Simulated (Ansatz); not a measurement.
A constructed model of the (0001) surface of hcp Ru, p(2x2) surface alloy, Si on one Ru site of the top plane (bottom of the slab: a bare face, its two planes held)

Computed with PBE (plane waves to 420 eV, PAW; Ansatz, a quantum-chemistry and plane-wave program).

Slab: 24 atoms, 10.7 Å thick at the start; k 8x8x1, smearing 0.1 eV, dipole-corrected; 8 atoms held, the rest relaxed; held to the start's symmetry, so lower structures may exist; no spin, no spin-orbit, no U. It is one candidate, not shown to be the stable structure of the face.

- work function of the top face: 4.75 eV
- energy released by relaxation: 0.019 eV
- cost: very roughly 6 core-minutes
